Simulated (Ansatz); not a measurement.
## CdTe: pressure series

Take CdTe in the zinc blende structure (space group F-43m, No. 216; a = 6.558 Å) as the base.

Cell and atoms are relaxed at each pressure.

Calculations: Ansatz (a first-principles code) r2SCAN, spin-orbit coupling left out, earlier PAW set.

Computed cases, in order: pressure −2 GPa; pressure −1 GPa; 0 GPa (base); pressure 0.9 GPa; pressure 2.1 GPa; pressure 4.5 GPa; pressure 9 GPa; pressure 15 GPa; pressure 22.5 GPa; pressure 30 GPa.

Between which two neighbouring cases does the gap turn between direct and indirect?

Between pressure 22.5 GPa (2.09 eV, direct at Γ) and pressure 30 GPa (2.05 eV, indirect, Γ → X). The whole series: pressure −2 GPa: 0.98 eV, direct at Γ; pressure −1 GPa: 1.07 eV, direct at Γ; 0 GPa (base): 1.16 eV, direct at Γ; pressure 0.9 GPa: 1.23 eV, direct at Γ; pressure 2.1 GPa: 1.31 eV, direct at Γ; pressure 4.5 GPa: 1.45 eV, direct at Γ; pressure 9 GPa: 1.67 eV, direct at Γ; pressure 15 GPa: 1.89 eV, direct at Γ; pressure 22.5 GPa: 2.09 eV, direct at Γ; pressure 30 GPa: 2.05 eV, indirect, Γ → X.

Spin-orbit coupling, missing from the scalar runs, can matter with Te. Load acts through the strain it causes; cell and atoms are relaxed under it. Whether these cells are dynamically stable was not tested. Measured, CdTe leaves this structure (for cinnabar) near 3.53 GPa (temperature not stated; as listed in Datta, Sujoy, Jana, Debnarayan, arXiv (2020)), on rising pressure, with hysteresis.
